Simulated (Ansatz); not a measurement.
## L1₂ (Cu3Au-type) ScPt₃

Level of theory: PBEsol in Ansatz (PAW).

Run with plane-wave cutoff 500 eV, 14×14×14 k mesh, Fermi–Dirac smearing 0.1 eV, scalar-relativistic PAW data made under PBE.

Cell: relaxed at this level.

```
Property                                Value
------------------------------  -------------
volume per atom                 15.44 Å³/atom
equilibrium lattice constant a        3.953 Å
band gap                                 none
```

Spin–orbit coupling is not included.

The computed numbers hold no vibrational or temperature effects.

The result took around 80 core-seconds (rough).

Ansatz is a quantum-chemistry and plane-wave program.
